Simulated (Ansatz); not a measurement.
Consider the following.

End structure of a constructed model of the (100) surface of fcc Ir, a pseudomorphic layer of Pt in the host's stacking (bottom of the slab: a bare face, its two planes held):

```xyz
7
Lattice="2.7372 0.0000 0.0000 0.0000 2.7372 0.0000 0.0000 0.0000 28.0000" Properties=species:S:1:pos:R:3 pbc="T T T"
Ir     1.3686     1.3686     8.0882
Ir     0.0000     0.0000    10.0237
Ir     1.3686     1.3686    11.9483
Ir     0.0000     0.0000    13.8955
Ir     1.3686     1.3686    15.8456
Ir     0.0000     0.0000    17.7337
Pt     1.3686     1.3686    19.6766
```

Slab: 7 atoms, 11.8 Å thick at the start; k 14x14x1, smearing 0.1 eV, dipole-corrected; 2 atoms held, the rest relaxed; start symmetry kept, larger cells not searched; no spin, no spin-orbit, no U. It is one candidate, not shown to be the stable structure of the face.

Task: What work function of the top face does Ansatz (a first-principles code) with PBE give?

Result: 5.49 eV
